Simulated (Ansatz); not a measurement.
The reference is InSe in the beta-GaS type structure (space group P6_3/mmc, No. 194; a = 4.017 Å, c = 16.933 Å; layered, stacked along the Cartesian z axis).

The values are results of r2SCAN+rVV10 (Ansatz, a first-principles code), scalar-relativistic without spin-orbit coupling, not measurements.

Free-standing slabs (4 atom(s) a layer) normal to the stacking axis with 15 Å of vacuum; in-plane cell relaxed.

One change was made to it. Results:

| quantity | base | after |
|---|---|---|
| band gap | 0.85 eV | 2.07 eV |
| smallest direct gap | 0.85 eV | 2.13 eV |
| excess energy per area of both faces (slab less bulk energy over the cell's area: twice a surface energy) | – | 0.24 J/m² |
| gap character | – | indirect, k = (0.100, 0.200, 0) in the run's primitive reciprocal basis → Γ |

### Question
Name the change that was made.
(A) 4 layers
(B) 2 layers
(C) 1 layer
(D) 3 layers

### Answer
C, 1 layer. For comparison, the band gap in the other runs: 3 layers gives 1.29 eV; 2 layers gives 1.53 eV; 4 layers gives 1.16 eV.

The excess energy carries the mismatch between the slab's and the bulk's meshes. Whether these cells are dynamically stable was not tested. Labels are those of the standard path for the cell's own space group.
